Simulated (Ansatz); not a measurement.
**Hypothetical P4_2/mnm ZnS, pressure series**

The reference is ZnS (space group P4_2/mnm, No. 136; a hypothetical phase, not in the database extracts checked).

```cif
data_S4Zn4
_chemical_formula_sum 'Zn4 S4'
_space_group_name_H-M_alt 'P 1'
_space_group_IT_number 1
_cell_length_a 6.62985
_cell_length_b 6.62985
_cell_length_c 3.86129
_cell_angle_alpha 90.000
_cell_angle_beta 90.000
_cell_angle_gamma 90.000
loop_
_space_group_symop_operation_xyz
  'x, y, z'
loop_
_atom_site_label
_atom_site_type_symbol
_atom_site_fract_x
_atom_site_fract_y
_atom_site_fract_z
_atom_site_occupancy
Zn1 Zn 0.32483 0.67517 0.00000 1
Zn2 Zn 0.67517 0.32483 0.00000 1
Zn3 Zn 0.82483 0.82483 0.50000 1
Zn4 Zn 0.17517 0.17517 0.50000 1
S1 S 0.31428 0.31428 0.00000 1
S2 S 0.68572 0.68572 0.00000 1
S3 S 0.18572 0.81428 0.50000 1
S4 S 0.81428 0.18572 0.50000 1
```

Cell and atoms are relaxed at each pressure.

Levels (all Ansatz, a quantum-chemistry and plane-wave program, PAW): PBE (420 eV, no SOC); PBEsol (420 eV, no spin-orbit coupling).

The base cell above is that of PBE; each level relaxes its own structures.

| case | shift of the gap caused by the change, PBE | shift of the gap caused by the change, PBEsol |
|---|---|---|
| pressure −2 GPa | -0.15 eV | (withheld) |
| pressure −1 GPa | -0.07 eV | (withheld) |
| pressure 0.3 GPa | +0.02 eV | +0.02 eV |
| pressure 0.7 GPa | +0.04 eV | +0.04 eV |
| pressure 1.5 GPa | +0.09 eV | +0.08 eV |
| pressure 3 GPa | +0.17 eV | +0.15 eV |
| pressure 5 GPa | +0.27 eV | +0.23 eV |
| pressure 7.5 GPa | +0.38 eV | (withheld) |
| pressure 10 GPa | +0.47 eV | (withheld) |

**Question.** Some entries are withheld; estimate them.

**Answer.** 
- pressure −2 GPa, shift of the gap caused by the change, PBEsol: -0.13 eV
- pressure −1 GPa, shift of the gap caused by the change, PBEsol: -0.06 eV
- pressure 7.5 GPa, shift of the gap caused by the change, PBEsol: +0.33 eV
- pressure 10 GPa, shift of the gap caused by the change, PBEsol: +0.41 eV

The two levels differ by at most about 0.06 eV. They put the cases in the same order.

Load acts through the strain it causes; cell and atoms are relaxed under it. Whether these cells are dynamically stable was not tested. Competing high-pressure phases were not computed.
